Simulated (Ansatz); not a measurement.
CdS (Fm-3m, No. 225, 4 atoms in the cell; start mp-1181862; high-pressure phase) was calculated with r²SCAN0 in Ansatz (PAW).

Run with plane-wave cutoff 520 eV, 6×6×6 k mesh, Fermi–Dirac smearing 0.01 eV, scalar-relativistic PAW data made under PBE.

Cell (relaxed with PBEsol):

```xyz
4
Lattice="3.8164 0.0000 0.0000 0.0000 5.3970 0.0000 0.0000 0.0000 3.8163" Properties=species:S:1:pos:R:3 pbc="T T T"
Cd     1.9082     2.6985     0.9538
Cd     0.0000     0.0000     2.8625
S      1.9082     0.0000     0.9542
S      0.0000     2.6985     2.8622
```

**Question.** Estimate the band gap and smallest direct gap on the k points sampled that the calculation returns.

**Answer.** 
* **band gap**: 2.25 eV (on the SCF k mesh)
* **smallest direct gap on the k points sampled**: 3.12 eV

Note: cell and atoms aren't relaxed at this level (pressure 1.9 GPa).

Spin–orbit coupling is not included.

Static lattice: no zero-point or thermal effects.

A start named mp-… is a Materials Project structure, which need not be a measured phase.

Ansatz is a quantum-chemistry and plane-wave program.
